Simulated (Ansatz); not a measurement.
Electronic density of states of amorphous Si24O50Ti, density 2.22 g/cm³, on a 2×2×2 Γ-centred mesh with a Gaussian width of 0.1 eV; energies count from the Fermi level, whose place inside the gap is arbitrary. Cell and mesh are small, so fine structure isn't converged. The numbers are results of PBE, scalar-relativistic without spin-orbit coupling (plane waves to 420 eV, PAW; Ansatz, a first-principles code), not measurements. Sampling: a 2×2×2 Γ-centred mesh; Fermi-Dirac width 0.02 eV; no spin polarisation. At PBE the levels at both edges of the gap are localised (band-tail or defect states), and the nearest spread-out levels lie 5.3 eV apart at the zone centre.

It comes from a melt-quench run on a machine-learned potential (CHGNet), relaxed afterwards by DFT. O atoms were pushed apart under 1.9 Å during the dynamics, to hinder bonds among them. The hot cell started wider than the set density and was brought back towards it in steps. It is the lowest in DFT energy of 2 quenches. It is a model cell: composition and starting density were chosen by hand, and all elements were melted together. No dispersion term was used. Its density started from a set value of 2.24 and ended at 2.22 g/cm³. The quench (nominally 320 K/ps over its main leg) was far faster than any real one, so the model tends to hold more defects than a real film. A cell of this size samples the disorder only roughly. Volume and shape were free in the relaxation.

| E - EF (eV) | states/(eV atom) |
|---|---|
| -12.00 | 0.00 |
| -11.90 | 0.00 |
| -11.80 | 0.00 |
| -11.70 | 0.00 |
| -11.60 | 0.00 |
| -11.50 | 0.00 |
| -11.40 | 0.00 |
| -11.30 | 0.00 |
| -11.20 | 0.00 |
| -11.10 | 0.02 |
| -11.00 | 0.10 |
| -10.90 | 0.14 |
| -10.80 | 0.15 |
| -10.70 | 0.13 |
| -10.60 | 0.14 |
| -10.50 | 0.17 |
| -10.40 | 0.14 |
| -10.30 | 0.13 |
| -10.20 | 0.14 |
| -10.10 | 0.16 |
| -10.00 | 0.17 |
| -9.90 | 0.16 |
| -9.80 | 0.20 |
| -9.70 | 0.22 |
| -9.60 | 0.20 |
| -9.50 | 0.19 |
| -9.40 | 0.22 |
| -9.30 | 0.22 |
| -9.20 | 0.23 |
| -9.10 | 0.25 |
| -9.00 | 0.26 |
| -8.90 | 0.22 |
| -8.80 | 0.19 |
| -8.70 | 0.19 |
| -8.60 | 0.17 |
| -8.50 | 0.18 |
| -8.40 | 0.15 |
| -8.30 | 0.15 |
| -8.20 | 0.14 |
| -8.10 | 0.12 |
| -8.00 | 0.15 |
| -7.90 | 0.23 |
| -7.80 | 0.22 |
| -7.70 | 0.25 |
| -7.60 | 0.42 |
| -7.50 | 0.52 |
| -7.40 | 0.44 |
| -7.30 | 0.50 |
| -7.20 | 0.68 |
| -7.10 | 0.73 |
| -7.00 | 0.63 |
| -6.90 | 0.47 |
| -6.80 | 0.32 |
| -6.70 | 0.28 |
| -6.60 | 0.30 |
| -6.50 | 0.39 |
| -6.40 | 0.36 |
| -6.30 | 0.34 |
| -6.20 | 0.37 |
| -6.10 | 0.37 |
| -6.00 | 0.38 |
| -5.90 | 0.37 |
| -5.80 | 0.28 |
| -5.70 | 0.29 |
| -5.60 | 0.40 |
| -5.50 | 0.31 |
| -5.40 | 0.28 |
| -5.30 | 0.33 |
| -5.20 | 0.38 |
| -5.10 | 0.48 |
| -5.00 | 0.52 |
| -4.90 | 0.53 |
| -4.80 | 0.52 |
| -4.70 | 0.63 |
| -4.60 | 0.67 |
| -4.50 | 0.71 |
| -4.40 | 0.74 |
| -4.30 | 0.79 |
| -4.20 | 0.81 |
| -4.10 | 0.75 |
| -4.00 | 0.75 |
| -3.90 | 0.72 |
| -3.80 | 0.76 |
| -3.70 | 0.93 |
| -3.60 | 1.00 |
| -3.50 | 0.97 |
| -3.40 | 0.94 |
| -3.30 | 0.93 |
| -3.20 | 0.96 |
| -3.10 | 0.94 |
| -3.00 | 0.89 |
| -2.90 | 0.87 |
| -2.80 | 0.88 |
| -2.70 | 0.83 |
| -2.60 | 0.79 |
| -2.50 | 0.84 |
| -2.40 | 0.84 |
| -2.30 | 0.70 |
| -2.20 | 0.59 |
| -2.10 | 0.39 |
| -2.00 | 0.09 |
| -1.90 | 0.00 |
| -1.80 | 0.00 |
| -1.70 | 0.00 |
| -1.60 | 0.00 |
| -1.50 | 0.00 |
| -1.40 | 0.00 |
| -1.30 | 0.00 |
| -1.20 | 0.00 |
| -1.10 | 0.00 |
| -1.00 | 0.00 |
| -0.90 | 0.00 |
| -0.80 | 0.00 |
| -0.70 | 0.00 |
| -0.60 | 0.00 |
| -0.50 | 0.00 |
| -0.40 | 0.00 |
| -0.30 | 0.00 |
| -0.20 | 0.00 |
| -0.10 | 0.00 |
| 0.00 | 0.00 |
| 0.10 | 0.00 |
| 0.20 | 0.00 |
| 0.30 | 0.00 |
| 0.40 | 0.00 |
| 0.50 | 0.00 |
| 0.60 | 0.00 |
| 0.70 | 0.00 |
| 0.80 | 0.00 |
| 0.90 | 0.00 |
| 1.00 | 0.00 |
| 1.10 | 0.00 |
| 1.20 | 0.00 |
| 1.30 | 0.00 |
| 1.40 | 0.00 |
| 1.50 | 0.00 |
| 1.60 | 0.00 |
| 1.70 | 0.00 |
| 1.80 | 0.00 |
| 1.90 | 0.00 |
| 2.00 | 0.06 |
| 2.10 | 0.14 |
| 2.20 | 0.06 |
| 2.30 | 0.06 |
| 2.40 | 0.14 |
| 2.50 | 0.06 |
| 2.60 | 0.02 |
| 2.70 | 0.09 |
| 2.80 | 0.13 |
| 2.90 | 0.03 |
| 3.00 | 0.00 |
| 3.10 | 0.01 |
| 3.20 | 0.04 |
| 3.30 | 0.12 |
| 3.40 | 0.11 |
| 3.50 | 0.04 |
| 3.60 | 0.03 |
| 3.70 | 0.04 |
| 3.80 | 0.11 |
| 3.90 | 0.19 |
| 4.00 | 0.14 |
| 4.10 | 0.09 |
| 4.20 | 0.07 |
| 4.30 | 0.06 |
| 4.40 | 0.07 |
| 4.50 | 0.08 |
| 4.60 | 0.09 |
| 4.70 | 0.08 |
| 4.80 | 0.07 |
| 4.90 | 0.10 |
| 5.00 | 0.12 |
| 5.10 | 0.15 |
| 5.20 | 0.19 |
| 5.30 | 0.20 |
| 5.40 | 0.19 |
| 5.50 | 0.18 |
| 5.60 | 0.21 |
| 5.70 | 0.20 |
| 5.80 | 0.23 |
| 5.90 | 0.24 |
| 6.00 | 0.22 |
| 6.10 | 0.22 |
| 6.20 | 0.24 |
| 6.30 | 0.24 |
| 6.40 | 0.30 |
| 6.50 | 0.41 |
| 6.60 | 0.45 |
| 6.70 | 0.49 |
| 6.80 | 0.53 |

The gap between localised states on this mesh is 4.20 eV; the broadening fills part of it in the curve.
